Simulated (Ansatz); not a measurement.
The reference is GeS (space group Pnma, No. 62; layered, stacked along the Cartesian x axis).

```yaml
crystal:
  lattice:
    - [10.09656, 0.00000, 0.00000]
    - [0.00000, 3.64420, 0.00000]
    - [0.00000, 0.00000, 4.01941]
  atoms:
    - { symbol: Ge, position: [0.11654, 0.25000, 0.11182] }
    - { symbol: Ge, position: [0.38346, 0.75000, 0.61182] }
    - { symbol: Ge, position: [0.88346, 0.75000, 0.88818] }
    - { symbol: Ge, position: [0.61654, 0.25000, 0.38818] }
    - { symbol: S, position: [0.85427, 0.25000, 0.49156] }
    - { symbol: S, position: [0.64573, 0.75000, 0.99156] }
    - { symbol: S, position: [0.14573, 0.75000, 0.50844] }
    - { symbol: S, position: [0.35427, 0.25000, 0.00844] }
```

Calculations: DFT with PBEsol-D3(BJ), PAW potentials and a 420 eV plane-wave cutoff in Ansatz (a quantum-chemistry and plane-wave program), no spin-orbit coupling.

Base values:

* **Gap character**: indirect, Γ–Z (67 % along) → Γ
* **Gap between the host's bands**: 0.56 eV

Now apply this change: electron doping at 5.0×10^21 cm⁻³ (0.739 per cell), with a uniform compensating background at fixed cell and a 300 K Fermi–Dirac width.

**Question.** Predict the new Fermi level from band edge.

**Answer.** The Fermi level relative to the doped band's edge (positive inside the band; to 0.05 eV) amounts to +0.80 eV.

**Question.** What happens to the largest internal atomic displacement?

**Answer.** The largest internal atomic displacement is 0.040 Å.

**Question.** How does this affect the gap character?

**Answer.** The gap character remains indirect, Γ–Z (67 % along) → Γ.

**Question.** How does this affect the gap between the host's bands?

**Answer.** The gap between the host's bands decreases by 0.15 eV to 0.41 eV.

Carriers are added with a uniform compensating background; total energy and stress of such cells depend on the potential's zero and are not compared; many-body gap narrowing is missing at this level. Whether these cells are dynamically stable was not tested. The D3 term's C6 switches between coordination references near this geometry, which can add small steps to energies.
